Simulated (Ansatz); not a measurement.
# Response to strain in Pt

The reference is Pt in the fcc (Cu type) structure (space group Fm-3m, No. 225; a = 3.9418 Å; relaxed with 0.1 eV smearing). Axes: x, y, z lie along the cube axes.

Strains are applied to the cell and any free atomic positions relax; under biaxial strain the out-of-plane vector relaxes too.

Level of theory: Ansatz (a first-principles code) r2SCAN, scalar-relativistic without spin-orbit coupling.

| biaxial strain, plane normal [111], relaxed out of plane (%) | out-of-plane strain (%) |
|---|---|
| 0 | 0.00 |
| 0.42 | -0.51 |
| 0.83 | ? |
| 1.25 | -1.47 |
| 1.67 | -1.94 |
| 2.08 | -2.38 |
| 2.5 | -2.83 |

Q: Fit ε⊥ = −νε + γε² (strains in %) to the rows shown and predict the withheld row.

A: Least squares on the printed values gives ν = 1.22 (the biaxial Poisson response) and γ = 0.036 (largest residual 0.00 %); this predicts -0.99 %, and the run gives -0.99 %, in agreement.

No phonon test of stability was made. The final runs are not spin-polarised. Pt lies near a magnetic instability that expansion can trigger; it was not tested.
